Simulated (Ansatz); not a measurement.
## What biaxial strain −1.50 %, plane normal [001], relaxed out of plane does to CdTe

Start from CdTe in the zinc blende structure (space group F-43m, No. 216; a = 6.4887 Å). Axes: x, y, z lie along the cube axes.

It is then changed as follows: biaxial strain −1.50 %, plane normal [001], relaxed out of plane (Cartesian); in-plane vectors clamped, the third vector and the atoms free.

Calculations: PBEsol (Ansatz, a program for electronic structure, PAW, without spin-orbit coupling). k-mesh 9×9×9 (Γ-centred); smearing 0.05 eV (Fermi–Dirac).

```json
[
 {"quantity": "volume per atom", "base": "34.15 Å³", "changed": "33.80 Å³", "shift": "-0.35 Å³"},
 {"quantity": "space group", "base": "F-43m (No. 216)", "changed": "I-4m2 (No. 119)", "shift": "–"},
 {"quantity": "shortest interatomic distance", "base": "2.810 Å", "changed": "2.801 Å", "shift": "-0.009 Å"},
 {"quantity": "energy relative to the base (free energy F)", "base": "0 meV/atom", "changed": "+2.0 meV/atom", "shift": "+2.0 meV/atom"},
 {"quantity": "pressure (mean of the normal stresses, compression positive)", "base": "0.01 GPa", "changed": "0.42 GPa", "shift": "+0.41 GPa"},
 {"quantity": "band gap", "base": "0.65 eV", "changed": "0.63 eV", "shift": "-0.02 eV"},
 {"quantity": "gap character", "base": "direct at Γ", "changed": "direct at Γ", "shift": "–"},
 {"quantity": "electron mass", "base": "0.055 mₑ (at Γ)", "changed": "0.060 mₑ out of plane, 0.054 mₑ in plane (at Γ)", "shift": "–"},
 {"quantity": "valence-band top at Γ (three highest levels, from the VBM)", "base": "0.00, 0.00, 0.00 eV", "changed": "0.00, 0.00, -0.13 eV", "shift": "–"},
 {"quantity": "valley order (the lowest conduction-band minima on the path, energy above the VBM, named in the base's zone)", "base": "Γ 0.65 eV; L along ⟨111⟩ 1.74 eV", "changed": "Γ 0.63 eV; L along [111] 1.69 eV", "shift": "–"},
 {"quantity": "out-of-plane strain", "base": "–", "changed": "+2.02 %", "shift": "–"},
 {"quantity": "ratio −ε⊥/ε∥", "base": "–", "changed": "1.34", "shift": "–"},
 {"quantity": "mean in-plane stress (compression positive)", "base": "–", "changed": "+0.6 GPa", "shift": "–"}
]
```

Final structure (turned so that z lies along the plane normal):

```yaml
crystal:
  lattice:
    - [4.51939, 0.00000, 0.00000]
    - [0.00000, 4.51939, 0.00000]
    - [2.25969, -2.25969, 3.30979]
  atoms:
    - { symbol: Cd, position: [0.00000, 0.00000, 0.00000] }
    - { symbol: Te, position: [0.75000, 0.75000, 0.50000] }
```

With Te present, leaving out spin-orbit coupling can change the band edges. Effective masses come from finite differences of ±0.01 Å⁻¹. Whether these cells are dynamically stable was not tested. k-point labels follow each cell's own Brillouin zone.
